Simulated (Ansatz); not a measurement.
Results of LDA (PAW; Ansatz, a program for electronic structure) for MgAlNO (model structure, started from the AlSiCN type, P3m1, No. 156, 4 atoms in the cell).

Run with plane-wave cutoff 520 eV, 12×12×6 k mesh (along the axes of the cell as run), Fermi–Dirac smearing 0.01 eV, scalar-relativistic PAW data made under PBE.

Cell (relaxed at this level):

```
CELL_PARAMETERS angstrom
      3.15014     0.00000     0.00000
     -1.57507     2.72810     0.00000
      0.00000     0.00000     5.02498
ATOMIC_POSITIONS crystal
  Al 0.33333 0.66667 0.50308
  Mg 0.66667 0.33333 0.00690
  O  0.33333 0.66667 0.14055
  N  0.66667 0.33333 0.59947
```

**Question.** What does this level give for the band gap and bulk modulus B0?

**Answer.** 
- band gap = 3.55 eV (on the SCF k mesh)
- bulk modulus B0 = 165 GPa

Note: the bulk modulus is −V dP/dV from two relaxed cells at ±2 % in volume; the relaxation could raise the start's symmetry but not lower it, so the cell can be a saddle point.

The result took about 90 core-seconds (a rough figure).

A model structure was made by putting elements into a prototype or built by hand; it is no filed structure, need not be a known phase, and can be a saddle point held by its symmetry.
